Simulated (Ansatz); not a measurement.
Start from Sr in the fcc (Cu type) structure (space group Fm-3m, No. 225; a = 5.9225 Å).

It is then changed as follows: every Sr is replaced by Be; the structure is relaxed again.

Levels (all Ansatz, a first-principles code, PAW): PBEsol (420 eV, no spin-orbit coupling); r2SCAN (500 eV, without spin-orbit coupling).

The geometry is relaxed with PBEsol.

```
Item               Value
---------------  -------
PBEsol pressure  0.0 GPa
```

### Question
Predict the pressure from r2SCAN.

### Answer
The pressure goes from zero to 1.4 GPa.

Single points use the geometry relaxed with PBEsol. Their cutoffs differ, which shifts pressures a little. Stability against distortions was not tested. As relaxed here, Be is a hypothetical phase, not in the database extracts checked.
